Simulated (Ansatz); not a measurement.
Si (diamond structure), cut as [112] wire, round, centred on atom, 1.37 nm across, dimers on {100} faces where they fit, ended by OH and Si-O-Si bridges. Cell contents Si48O26H22; atoms relaxed. k-points: Γ-centred 1×1×4 mesh; occupations: Fermi-Dirac, 0.020 eV; spin polarisation not allowed. Scalar-relativistic, no spin-orbit coupling.

 The period along the axis is held at the bulk value.

**Question.** Estimate the electronic structure (gap or metallic character, levels against vacuum) that Ansatz (a program for electronic structure) with PBE returns for this input.

**Answer.** 
- electronic character: not metallic
- Kohn-Sham band gap: 1.48 eV
- character of the gap on the mesh and a band path of the cell's zone: indirect
- k-point of the valence-band top (reciprocal lattice units): (0.000, 0.000, 0.000)
- k-point of the conduction-band bottom (reciprocal lattice units): (0.000, 0.000, 0.500)
- depth of the highest filled level under the vacuum level: 5.06 eV
- depth of the lowest empty level under the vacuum level: 3.58 eV
- weight of the highest filled level on the outer atoms and the ending: 0.78
- weight of the lowest empty level on the outer atoms and the ending: 0.51
- change of bonding against the cut: none
- number of neighbours within 2.841 Å (ending not counted): 2 for 6 atoms, 3 for 18 atoms, 4 for 24 atoms
- mean Si-Si distance (least to greatest): 2.383 Å (2.350 to 2.475)
